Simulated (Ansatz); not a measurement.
Consider this model of amorphous W16O46.

```xyz
62
Lattice="10.1016 0.0000 0.0000 0.0000 10.1016 0.0000 0.0000 0.0000 10.1016" Properties=species:S:1:pos:R:3 pbc="T T T"
W      2.2271     2.4833     3.2231
W      6.0820     1.7560     7.7113
W      1.3394     4.7073     8.5234
W      8.3764     4.2881     6.2200
W      8.8547     0.5607     7.2652
W      8.7125     7.5451     5.0448
W      5.8137     2.9048     2.7526
W      8.6397     2.3592     3.7447
W      3.8559     5.8804     2.9025
W      4.9106     4.7341     9.6759
W      3.2945     8.0154     4.9681
W      2.4277     1.5450     6.8729
W      2.1935     9.1510     1.7416
W      2.2083     8.2776     8.3662
W      5.7882     9.8932     0.7425
W      8.5941     8.7324     1.6891
O      2.6471     0.1004     7.9730
O      8.0165     7.8645     3.3562
O      4.1866     5.7698     1.1159
O      0.7641     4.2724    10.0532
O      6.8334     3.5639     6.8237
O      7.7913     3.0566     2.2551
O      8.5559     4.5016     4.4431
O      4.7482     8.4257     5.7830
O      8.9061     2.4460     5.7117
O      6.9409     0.6407     6.5032
O      2.8982     6.1900     4.6268
O      0.5022     0.9917     6.9079
O      4.3462     1.7672     6.9547
O      5.1295     4.6777     3.4235
O      8.8727     7.4492     0.6072
O      5.9040     1.1459     1.9410
O      2.2777     1.9685     5.0456
O      7.9380     6.2771     6.1492
O      0.2486     9.1458     2.1115
O      1.6267     8.9835    10.0082
O      4.1170     2.2751     3.2566
O      3.9515     9.5860     1.0857
O      1.9178     3.0306     7.7784
O      2.4866     4.2100     2.7210
O      7.8926     0.0006     0.7137
O      9.8360     4.5766     7.3411
O      5.3581     3.1382     8.8347
O      2.4314     7.4159     2.0441
O      6.0482     5.7982     8.9870
O      1.2563     6.6673     8.4127
O      8.5777     0.6504     3.4172
O      0.2185     7.0335     4.7735
O      2.7671     9.2933     3.7579
O      3.7832     7.7542     8.7246
O      4.6825     7.3835     3.3727
O      5.6054     3.7556     1.1028
O      5.7319     0.4222     9.0454
O      2.0530     1.1206     2.0160
O      3.2425     4.9497     8.8492
O      6.6463     2.4768     4.3240
O      2.1241     8.2616     6.4046
O      6.3446     8.3248     1.3435
O      8.0745     1.8482     8.3567
O      9.0973     9.4277     8.4325
O      8.8373     9.1339     5.8500
O      0.3294     2.7213     3.3857
```

Method: PBE, scalar-relativistic without spin-orbit coupling (plane waves to 420 eV, PAW; Ansatz, a program for electronic structure). The usual formal charges leave 4 electrons over, so the level spacing at the Fermi energy parts defect or band states and needn't be the band gap.

It comes from a melt-quench run on a machine-learned potential (CHGNet), relaxed afterwards by DFT. O atoms were pushed apart under 1.9 Å during the dynamics, to hinder bonds among them. The hot cell started wider than the set density and was brought back towards it in steps. It is the lowest in DFT energy of 2 quenches. It is a model cell: composition and starting density were chosen by hand, and all elements were melted together. No dispersion term was used. Its density started from a set value of 5.88 and ended at 5.92 g/cm³. Cooling (nominally 150 K/ps over its main leg) ran many orders faster than in experiment, which tends to leave more defects and strain. Values belong to this one cell and scatter from quench to quench. The volume was free in the relaxation, at fixed shape. Stress components on the final sampling reach 1.3 GPa. On a 2×2×2 Γ-centred mesh force components of up to 0.33 eV/Å stay, since the relaxation ran on the zone centre alone.

Neighbours within W-W 3.04 Å, W-O 2.50 Å, O-O 1.58 Å count as bonded. Two cations that share two anions don't count as bonded, nor two that share one unless they lie closer than W-W 2.95 Å.

Q: Give the coordination numbers, mean bond lengths and angles.

A: 
The mean coordination of W by anions comes out as 5.31 (1 with 4, 9 with 5, 6 with 6) and the mean coordination of O is 1.85 (8 with 1, 37 with 2, 1 with 3). The mean W-O bond is 1.922 Å (spread 0.144 Å, 85 counted) and the bond angle at W comes out as mean 105.7°, spread 27.9°. The bond angle at O is mean 138.7°, spread 24.7°.

Q: List the pairs of like atoms that count as bonded by the rules above.

A: There are none by these rules.
